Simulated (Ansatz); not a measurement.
The starting structures come from a database of crystals and need not be the phases stable at ambient conditions.

 Where the default PAW files enter, the runs use the earlier of Ansatz's two default sets.

Tunnelling through a barrier is set by its complex band structure: the current falls as exp(−2κd) with the smallest κ.

Input:

```
CaClF
1.0
    5.48216     0.00000     0.00000
    2.74108     7.37123     0.00000
    2.74108    -1.01930     2.54451
Ca Cl F
2 2 2
Direct
  0.19517   0.80483   0.30483
  0.30483   0.19517   0.69517
  0.85490   0.64510   0.14510
  0.64510   0.35490   0.85490
  0.50000   0.00000   0.00000
  0.00000   0.00000   0.00000
```

Space group of this cell: P4/nmm. The cell is taken as given.

Transport runs along the normal of the first two printed cell vectors, the (111) plane of the conventional cell.

The gap is the functional's own, uncorrected, and κ follows it; spin-orbit coupling is left out. Mid-gap values are interpolated between the computed energies.

Problem. State the band gap and the smallest decay constant κ at mid-gap according to r2SCAN in Ansatz (a first-principles code).

Solution. Gap 6.28 eV on a 12×12×12 mesh; κ = 0.439 1/Å, at the zone centre.
